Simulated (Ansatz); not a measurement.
**How far PBE and r2SCAN part for hypothetical cubic perovskite TlPbF3, Pb → Bi**

Start from TlPbF₃ in the cubic perovskite structure (space group Pm-3m, No. 221; a = 4.854 Å; a hypothetical phase, not in the database extracts checked).

(Cell as relaxed with PBE.)

Levels (all Ansatz, an electronic-structure program, PAW): PBE (420 eV, no spin-orbit coupling); r2SCAN (500 eV, without spin-orbit coupling).

Each level relaxes its own structure.

```json
[
 {"base": "volume per atom", "PBE": "22.88 Å³", "r2SCAN": "21.81 Å³"},
 {"base": "lattice parameter a", "PBE": "4.854 Å", "r2SCAN": "4.777 Å"},
 {"base": "band gap", "PBE": "1.86 eV", "r2SCAN": "1.85 eV"}
]
```

Perturbation: every Pb is replaced by Bi, then cell and atoms are relaxed.

```json
[
 {"quantity": "shortest interatomic distance", "PBE": "2.394 Å", "r2SCAN": "…"},
 {"quantity": "band gap", "PBE": "zero", "r2SCAN": "…"}
]
```

Question: What does r2SCAN give?

Answer: 
- shortest interatomic distance, r2SCAN: 2.357 Å
- band gap, r2SCAN: zero

PBE's shortest interatomic distance lies 0.037 Å above r2SCAN's (1.6 %); the two agree on the band gap. Neither level is exact; r2SCAN is the comparison here, not a measurement.

Spin-orbit coupling, missing from the scalar runs, can matter with Pb and Tl. Whether these cells are dynamically stable was not tested. As relaxed here, TlBiF3 is a hypothetical phase, not in the database extracts checked. The final runs are not spin-polarised. An odd electron count without spin: TlBiF3. Many cubic perovskites are stable only at high temperature; tilts and polar distortions were not tested.
